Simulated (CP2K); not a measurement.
## Input and output of a self-consistent single point for CdAu (Pm-3m, 2 atoms in the cell) (CP2K)

Computed with PBEsol, GPW, DZVP-MOLOPT-SR-GTH basis, GTH-PBE potentials (GTH_POTENTIALS) in CP2K.

Input:

```
&GLOBAL
  PROJECT bulk
  RUN_TYPE ENERGY_FORCE
  PRINT_LEVEL LOW
&END GLOBAL
&FORCE_EVAL
  METHOD Quickstep
  STRESS_TENSOR ANALYTICAL
  &DFT
    BASIS_SET_FILE_NAME BASIS_MOLOPT
    POTENTIAL_FILE_NAME GTH_POTENTIALS
    &QS
      METHOD GPW
      EPS_DEFAULT 1E-11
    &END QS
    &MGRID
      CUTOFF 500
      REL_CUTOFF 40
      NGRIDS 5
    &END MGRID
    &SCF
      SCF_GUESS ATOMIC
      EPS_SCF 1E-7
      MAX_SCF 100
      ADDED_MOS 5
      &DIAGONALIZATION
        ALGORITHM STANDARD
      &END DIAGONALIZATION
      &MIXING
        METHOD BROYDEN_MIXING
        ALPHA 0.3
        NBUFFER 10
      &END MIXING
      &SMEAR ON
        METHOD GAUSSIAN
        SIGMA [eV] 0.272
      &END SMEAR
    &END SCF
    &KPOINTS
      SCHEME MONKHORST-PACK 7 7 7
    &END KPOINTS
    &XC
      &XC_FUNCTIONAL
        &PBE
          PARAMETRIZATION PBESOL
        &END PBE
      &END XC_FUNCTIONAL
    &END XC
    &PRINT
      &MO
        EIGENVALUES T
        OCCUPATION_NUMBERS T
        NDIGITS 8
        FILENAME mo
        &EACH
          QS_SCF 0
        &END EACH
        ADD_LAST NUMERIC
      &END MO
      &MULLIKEN OFF
      &END MULLIKEN
    &END PRINT
  &END DFT
  &SUBSYS
    &CELL
      ABC 3.33810500 3.33810500 3.33810500
      ALPHA_BETA_GAMMA 90.00000000 90.00000000 90.00000000
      PERIODIC XYZ
    &END CELL
    &COORD
      SCALED
      Cd       0.00000000     0.00000000     0.00000000
      Au       0.50000000     0.50000000     0.50000000
    &END COORD
    &KIND Cd
      BASIS_SET DZVP-MOLOPT-SR-GTH-q12
      POTENTIAL GTH-PBE-q12
    &END KIND
    &KIND Au
      BASIS_SET DZVP-MOLOPT-SR-GTH-q11
      POTENTIAL GTH-PBE-q11
    &END KIND
  &END SUBSYS
  &PRINT
    &FORCES ON
    &END FORCES
    &STRESS_TENSOR ON
    &END STRESS_TENSOR
  &END PRINT
&END FORCE_EVAL
```

Output, abridged:

```
 GLOBAL| Method name                                                        CP2K
 GLOBAL| Project name                                                       bulk
 GLOBAL| Run type                                                   ENERGY_FORCE

 TOTAL NUMBERS AND MAXIMUM NUMBERS

  Total number of            - Atomic kinds:                                   2
                             - Atoms:                                          2
                             - Shell sets:                                     2
                             - Shells:                                        14
                             - Primitive Cartesian functions:                 10
                             - Cartesian basis functions:                     60
                             - Spherical basis functions:                     50

  Maximum angular momentum of- Orbital basis functions:                        3
                             - Local part of the GTH pseudopotential:          0
                             - Non-local part of the GTH pseudopotential:      4

 SCF PARAMETERS         Density guess:                                    ATOMIC
                        max_scf:                                             100
                        max_diis:                                              4
                        eps_scf:                                        1.00E-07
                        eps_diis:                                       1.00E-01
                        eps_eigval:                                     1.00E-05
                        level_shift [a.u.]:                             0.000000
                        added MOs                                         5    0
                        Mixing method:                            BROYDEN_MIXING
                                                charge density mixing in g-space
                        Smear method:                                   GAUSSIAN
                        Smearing width (sigma) [a.u.]:                  1.00E-02
                        Accuracy threshold:                             1.00E-10
                        No outer SCF

 Extrapolation method: initial_guess

 Number of electrons:                                                         23
 Number of occupied orbitals:                                                 12
 Number of molecular orbitals:                                                17

 Number of orbital functions:                                                 50
 Number of independent orbital functions:                                     50

 SCF WAVEFUNCTION OPTIMIZATION

  Step     Update method      Time    Convergence         Total energy    Change
     1 NoMix/Diag. 0.30E+00      -     0.88251396       -79.3278308508 -7.93E+01
     2 Broy./Diag. 0.30E+00      -     0.13927267       -80.5195166185 -1.19E+00
     3 Broy./Diag. 0.30E+00      -     0.08719681       -79.6407966794  8.79E-01
     4 Broy./Diag. 0.30E+00      -     0.02011755       -79.2219947617  4.19E-01
     5 Broy./Diag. 0.30E+00      -     0.00762337       -79.1839527068  3.80E-02
     6 Broy./Diag. 0.30E+00      -     0.00174766       -79.2039597873 -2.00E-02
     7 Broy./Diag. 0.30E+00      -     0.00013056       -79.2007518668  3.21E-03
     8 Broy./Diag. 0.30E+00      -     0.00017460       -79.2005080199  2.44E-04
     9 Broy./Diag. 0.30E+00      -     0.00000490       -79.2008740603 -3.66E-04
    10 Broy./Diag. 0.30E+00      -     0.00000075       -79.2008902027 -1.61E-05
    11 Broy./Diag. 0.30E+00      -     0.00000013       -79.2008896957  5.07E-07
    12 Broy./Diag. 0.30E+00      -     0.00000002       -79.2008891139  5.82E-07

  *** SCF run converged in    12 steps ***

  Electronic density on regular grids:        -23.0000000000       -0.0000000000
  Core density on regular grids:               22.9999999997       -0.0000000003
  Total charge density on r-space grids:       -0.0000000004
  Total charge density g-space grids:          -0.0000000004

  Overlap energy of the core charge distribution:               0.00000000244290
  Self energy of the core charge distribution:               -131.71088413454635
  Core Hamiltonian energy:                                     42.32991336073727
  Hartree energy:                                              21.93810126825097
  Exchange-correlation energy:                                -11.75733136316193
  Smearing free energy correction:                             -0.00068824762311
  Fermi energy:                                                 0.34110710390619

  Total energy:                                               -79.20088911389347
  Total energy (extrapolated to sigma->0):                    -79.20054499008191

 ENERGY| Total FORCE_EVAL ( QS ) energy [hartree]            -79.200889106591262

 FORCES| Atomic forces [hartree/bohr]
 FORCES|   Atom     x               y               z               |f|
 FORCES|      1  2.16636336E-12  2.16715714E-12  2.16833082E-12   3.75384587E-12
 FORCES|      2 -2.36264787E-13 -2.35884628E-13 -2.34276541E-13   4.07857947E-13
 FORCES| Sum     1.93009857E-12  1.93127251E-12  1.93405427E-12
 FORCES| Total atomic force                                       3.34599162E-12

 STRESS| Analytical stress tensor [bar]
 STRESS|                        x                   y                   z
 STRESS|      x        1.48812478269E+04   3.86031604888E-06   3.85926351975E-06
 STRESS|      y        3.86031604888E-06   1.48812465508E+04   3.85435311910E-06
 STRESS|      z        3.85926351975E-06   3.85435311910E-06   1.48812641666E+04
 STRESS| 1/3 Trace                                             1.48812528481E+04
```

The run converged in 12 iterations.

The starting cell comes from a database of computed structures (which also holds hypothetical and non-ambient phases and stackings), without a prior relaxation at this level. Its lattice was rescaled by a random factor within 2.5 % of one. Values carry the incompleteness of an atom-centred basis. The potentials were made for another functional than the one used.

Cost on one core of a shared machine: roughly 2 min.
